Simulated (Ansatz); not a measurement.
The starting structures come from a database of crystals and need not be the phases stable at ambient conditions.

The decay constant κ of evanescent states in the gap governs leakage through a thin film.

Here is the system:

```
CELL_PARAMETERS angstrom
      5.92037     0.00000     0.00000
      0.24179     8.28322     0.00000
     -2.83929     4.14161     2.89911
ATOMIC_POSITIONS crystal
  Ca 0.00000 0.00000 0.00000
  Sn 0.00000 0.50000 0.00000
  F  0.92897 0.80463 0.85668
  F  0.07103 0.19537 0.14332
  F  0.07229 0.66131 0.60635
  F  0.92771 0.33869 0.39365
  F  0.46594 0.26766 0.53697
  F  0.53406 0.73234 0.46303
```

Space group of this cell: R-3. The cell is taken as given; by r2SCAN its mean pressure is -0.6 GPa.

Transport runs along the normal of the first two printed cell vectors, the (110) plane of the conventional cell.

The gap is the functional's own. No spin-orbit coupling. Mid-gap values are interpolated on the energy grid.

Task: Give the band gap and the smallest decay constant κ at mid-gap that r2SCAN run with Ansatz (a first-principles code) yields.

Result: Gap 6.62 eV on a 10×10×10 mesh; κ = 0.584 1/Å, at the zone centre.
